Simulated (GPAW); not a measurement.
# A self-consistent single point of MgS (Fm-3m, 2 atoms in the cell) with GPAW

Method of the run: PBE, GPAW PAW datasets PBE (gpaw-data 1.0.1) (plane waves; GPAW).

Input as run:

```python
from ase import Atoms
from ase.units import GPa
from gpaw import GPAW, PW, FermiDirac

atoms = Atoms(['Mg', 'S'],
              cell=[[0.000000, 2.580500, 2.580500],
                    [2.580500, 0.000000, 2.580500],
                    [2.580500, 2.580500, 0.000000]],
              scaled_positions=[[0.000000, 0.000000, 0.000000],
                                [0.500000, 0.500000, 0.500000]],
              pbc=True)

calc = GPAW(mode=PW(800),
            xc='PBE',
            kpts=(9, 9, 9),
            occupations=FermiDirac(0.01),
            nbands=-8,
            convergence={'forces': 0.001, 'bands': -6},
            symmetry={'symmorphic': False, 'tolerance': 0.0005},
            maxiter=150,
            txt='-')

atoms.calc = calc

energy = atoms.get_potential_energy()
print('Energy (eV):', round(energy, 6))
forces = atoms.get_forces()
print('Forces (eV/Ang):')
print(forces.round(5))
stress = atoms.get_stress()
print('Stress (GPa, Voigt):', (stress / GPa).round(4))
```

Log, with long lists cut:

```
Input parameters:
  convergence: {bands: -6,
                forces: 0.001}
  kpts: [9 9 9]
  maxiter: 150
  mode: {ecut: 800.0,
         name: pw}
  nbands: -8
  occupations: {fixmagmom: False,
                name: fermi-dirac,
                width: 0.01}
  symmetry: {symmorphic: False,
             tolerance: 0.0005}
  xc: PBE

species:
  Mg:
    name: Magnesium
    Z: 12.0
    valence: 10
    core: 2
    charge: 0.0
    file: Mg.PBE.gz

    # Using partial waves for Mg as LCAO basis

  S:
    name: Sulfur
    Z: 16.0
    valence: 6
    core: 10
    charge: 0.0
    file: S.PBE.gz

    # Using partial waves for S as LCAO basis

Reference energy: -16307.264786  # eV

Spin-paired calculation

Convergence criteria:
 Maximum [total energy] change in last 3 cyles: 0.0005 eV / valence electron
 Maximum integral of absolute [dens]ity change: 0.0001 electrons / valence electron
 Maximum integral of absolute [eigenst]ate change: 4e-08 eV^2 / valence electron
 Maximum change in the atomic [forces] across last 2 cycles: 0.001 eV/Ang OR
Maximum error relative to the maximum force is below inf
 Maximum number of scf [iter]ations: 150

Symmetries present (total): 48
Symmetries with fractional translations: 0
729 k-points: 9 x 9 x 9 Monkhorst-Pack grid
35 k-points in the irreducible part of the Brillouin zone
       k-points in crystal coordinates                weights
   0:     0.00000000    0.00000000    0.00000000          1/729
   1:     0.11111111    0.11111111    0.00000000          6/729
   2:     0.11111111    0.11111111    0.11111111          8/729
   [... 7 lines left out ...]
          ...
  34:     0.44444444    0.44444444    0.44444444          8/729

Wave functions: Plane wave expansion
  Cutoff energy: 800.000 eV
  Number of coefficients (min, max): 1748, 1807
  Pulay-stress correction: 0.000000 eV/Ang^3 (de/decut=0.000000)

Occupation numbers: Fermi-Dirac:
  width: 0.0100  # eV

Eigensolver

Densities:
  Coarse grid: 24*24*24 grid
  Fine grid: 48*48*48 grid
  Total Charge: 0.000000

Density mixing:
  Method: separate
  Backend: pulay
  Linear mixing parameter: 0.05
  old densities: 5
  Damping of long wavelength oscillations: 50

Hamiltonian:
  XC and Coulomb potentials evaluated on a 48*48*48 grid
  External potential:
    NoExternalPotential

XC parameters: PBE with 2 nearest neighbor stencil

Number of atoms: 2
Number of atomic orbitals: 12
Number of bands in calculation: 16
Number of valence electrons: 16
Bands to converge: 10

Density initialized from atomic densities
  12 bands from LCAO basis set
  4 bands from random numbers

Atomic positions and initial magnetic moments

Positions:
   0 Mg     0.000000    0.000000    0.000000    ( 0.0000,  0.0000,  0.0000)
   1 S      2.580500    2.580500    2.580500    ( 0.0000,  0.0000,  0.0000)

Unit cell:
           periodic     x           y           z      points  spacing
  1. axis:    yes    0.000000    2.580500    2.580500    24     0.1242
  2. axis:    yes    2.580500    0.000000    2.580500    24     0.1242
  3. axis:    yes    2.580500    2.580500    0.000000    24     0.1242

  Lengths:   3.649378   3.649378   3.649378
  Angles:   60.000000  60.000000  60.000000

Effective grid spacing dv^(1/3) = 0.1355

     iter     time        total  log10-change:
                         energy   eigst   dens  force
iter:   1 --:--:--    -8.873909   +0.86
iter:   2 --:--:--    -8.825631   +0.05  -1.15
iter:   3 --:--:--    -8.581607   -1.09  -1.19
iter:   4 --:--:--    -8.582872   -1.86  -1.57
iter:   5 --:--:--    -8.598698   -2.12  -1.62
iter:   6 --:--:--    -8.595511   -2.98  -2.21
iter:   7 --:--:--    -8.595517c  -4.01  -3.03
iter:   8 --:--:--    -8.595419c  -5.09  -3.02
iter:   9 --:--:--    -8.595460c  -5.29  -3.28
iter:  10 --:--:--    -8.595459c  -6.77  -3.58
iter:  11 --:--:--    -8.595440c  -6.58  -3.59
iter:  12 --:--:--    -8.595422c  -5.94  -3.63
iter:  13 --:--:--    -8.595420c  -7.29  -4.03c
iter:  14 --:--:--    -8.595418c  -6.81  -4.02c
iter:  15 --:--:--    -8.595418c  -8.02c -4.20c
iter:  16 --:--:--    -8.595418c  -8.44c -4.45c -23.12c

Converged after 16 iterations.

Dipole moment: (-0.000000, -0.000000, -0.000000) |e|*Ang

Energy contributions relative to reference atoms: (reference = -16307.264786)

Kinetic:         +8.774252
Potential:       -7.170331
External:        +0.000000
XC:             -10.271349
Entropy (-ST):   -0.000000
Local:           +0.072010
SIC:             +0.000000
--------------------------
Free energy:     -8.595418
Extrapolated:    -8.595418

Showing only first 2 kpts
 Kpt  Band  Eigenvalues  Occupancy
  0     6      4.87808    2.00000
  0     7      4.87808    2.00000
  0     8      8.79407    0.00000
  0     9     12.78327    0.00000

  1     6      4.60536    2.00000
  1     7      4.60536    2.00000
  1     8      9.75096    0.00000
  1     9     11.98375    0.00000

Fermi level: 5.89932

Gap: 2.976 eV
Transition (v -> c):
  (s=0, k=0, n=7, [0.00, 0.00, 0.00]) -> (s=0, k=30, n=8, [0.44, 0.44, 0.00])
Direct/indirect transitions are different
Direct gap: 3.916 eV
Transition at: (s=0, k=0, n=7, [0.00, 0.00, 0.00])
Energy (eV): -8.595418

Forces in eV/Ang:
  0 Mg    0.00000   -0.00000   -0.00000
  1 S     0.00000   -0.00000   -0.00000

Stress tensor:
    -0.019207     0.000000     0.000000
     0.000000    -0.019207     0.000000
     0.000000     0.000000    -0.019207
Stress (GPa, Voigt): [-3.0774 -3.0774 -3.0774  0.      0.      0.    ]
```

The run converged in 16 iterations. GPAW prints stress with tension positive.

The starting cell has typed, rounded lattice constants, without a prior relaxation at this level. Its lattice was rescaled by a random factor within 2.5 % of one. With a pressure of about 3 GPa the cell is away from its equilibrium volume at this level. Another mesh or the band path of this cell gives a smaller gap, so this value is not converged in the mesh.
